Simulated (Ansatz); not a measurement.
# KTaO3 under a change: pressure 1.5 GPa

The parent structure is KTaO3 in the cubic perovskite structure (space group Pm-3m, No. 221; a = 3.9853 Å).

It is then changed as follows: cell and atoms relaxed at a pressure of 1.5 GPa.

Computed with DFT with PBEsol, PAW potentials and a 420 eV plane-wave cutoff in Ansatz (a first-principles code), spin-orbit coupling left out. k-mesh 8×8×8 (Γ-centred); smearing 0.05 eV (Fermi–Dirac).

```
quantity                                  base          changed        shift
-----------------------------  ---------------  ---------------  -----------
volume per atom                       12.66 Å³         12.57 Å³     -0.09 Å³
density                             7.03 g/cm³       7.08 g/cm³  +0.05 g/cm³
lattice parameter a                    3.985 Å          3.976 Å    -0.0097 Å
shortest interatomic distance          1.993 Å          1.988 Å     -0.005 Å
band gap                               2.14 eV          2.15 eV    +0.015 eV
gap character                  indirect, R → Γ  indirect, R → Γ            –
smallest direct gap                    2.75 eV          2.76 eV     +0.01 eV
width of the top valence band          1.07 eV          1.07 eV      0.00 eV
```

Final structure:

```xyz
5
Lattice="3.9756 0.0000 0.0000 0.0000 3.9756 0.0000 0.0000 0.0000 3.9756" Properties=species:S:1:pos:R:3 pbc="T T T"
K      0.0000     0.0000     0.0000
Ta     1.9878     1.9878     1.9878
O      1.9878     0.0000     1.9878
O      0.0000     1.9878     1.9878
O      1.9878     1.9878     0.0000
```

Cost of the whole job for the changed cell (relaxation, final SCF and bands): about 40 core-seconds (a rough figure).

With Ta present, leaving out spin-orbit coupling can change the band edges. Load acts through the strain it causes; cell and atoms are relaxed under it. No phonon test of stability was made.
